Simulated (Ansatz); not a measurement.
# How a calculation on Ti4H3 (P-42m, 7 atoms in the cell) responds to its settings

```
CELL_PARAMETERS angstrom
      4.22111     0.00000     0.00000
      0.00000     4.22111     0.00000
      0.00000     0.00000     4.36891
ATOMIC_POSITIONS crystal
  Ti 0.25549 0.25549 0.25972
  Ti 0.25549 0.74451 0.74028
  Ti 0.74451 0.74451 0.25972
  Ti 0.74451 0.25549 0.74028
  H  0.00000 0.00000 0.00000
  H  0.00000 0.00000 0.50000
  H  0.50000 0.50000 0.00000
```

Base run A: PBEsol, default PAW files made with PBE in Ansatz (a program for electronic structure), self-consistent single point.

Its settings: basis.ecutwfc = 30.9 Ry; kpoints.mp_grid.grid = 5 5 5; hamiltonian.xc = pbesol; hamiltonian.pseudopotentials = {kind: paw} (the program's default PAW files); scf.occupations.method = cold; scf.occupations.width = 0.0147 Ry.

The starting cell comes from a database of computed structures (which also holds hypothetical and non-ambient phases and stackings), without a prior relaxation at this level. Spin polarisation is off. In the base run, with a pressure of about -3 GPa the cell is away from its equilibrium volume at this level. Ansatz's pressure includes its estimate of the finite-basis (Pulay) stress.

ΔF is the free energy per atom less that of run A. 

Runs:
- B: scf.mixing.preconditioner: default (the program chose Kerker) → none
- C: scf.mixing.preconditioner: default (the program chose Kerker) → kerker
- D: scf.mixing.preconditioner: default (the program chose Kerker) → kerker_dos
- E: scf.mixing.preconditioner: default (the program chose Kerker) → resta; scf.mixing.eps_inf: default → 3
- F: scf.mixing.preconditioner: default (the program chose Kerker) → ldos
- G: scf.mixing.preconditioner: default (the program chose Kerker) → local_kerker
- H: scf.mixing.preconditioner: default (the program chose Kerker) → kerker; scf.mixing.q_tf: default → 0.2
- I: scf.mixing.preconditioner: default (the program chose Kerker) → kerker; scf.mixing.q_tf: default → 0.5
- J: scf.mixing.preconditioner: default (the program chose Kerker) → kerker; scf.mixing.q_tf: default → 1.5

```json
[
 {"run": "A", "ΔF (meV/atom)": "0.00", "pressure (GPa)": "-3.38", "largest force (eV/Å)": "0.078", "iterations": "7"},
 {"run": "B", "ΔF (meV/atom)": "0.00", "pressure (GPa)": "-3.38", "largest force (eV/Å)": "0.078", "iterations": "7"},
 {"run": "C", "ΔF (meV/atom)": "0.00", "pressure (GPa)": "-3.38", "largest force (eV/Å)": "0.078", "iterations": "7"},
 {"run": "D", "ΔF (meV/atom)": "0.00", "pressure (GPa)": "-3.38", "largest force (eV/Å)": "0.078", "iterations": "8"},
 {"run": "E", "ΔF (meV/atom)": "0.00", "pressure (GPa)": "-3.38", "largest force (eV/Å)": "0.078", "iterations": "6"},
 {"run": "F", "ΔF (meV/atom)": "0.00", "pressure (GPa)": "-3.38", "largest force (eV/Å)": "0.078", "iterations": "7"},
 {"run": "G", "ΔF (meV/atom)": "0.00", "pressure (GPa)": "-3.38", "largest force (eV/Å)": "0.078", "iterations": "6"},
 {"run": "H", "ΔF (meV/atom)": "0.00", "pressure (GPa)": "-3.38", "largest force (eV/Å)": "0.078", "iterations": "7"},
 {"run": "I", "ΔF (meV/atom)": "0.00", "pressure (GPa)": "-3.38", "largest force (eV/Å)": "0.078", "iterations": "7"},
 {"run": "J", "ΔF (meV/atom)": "0.00", "pressure (GPa)": "-3.38", "largest force (eV/Å)": "0.078", "iterations": "6"}
]
```

Runs B, C, D, E, F, G, H, I, J gave the same state as A (within 1 meV/atom).

Keys are those of Ansatz 0.2.
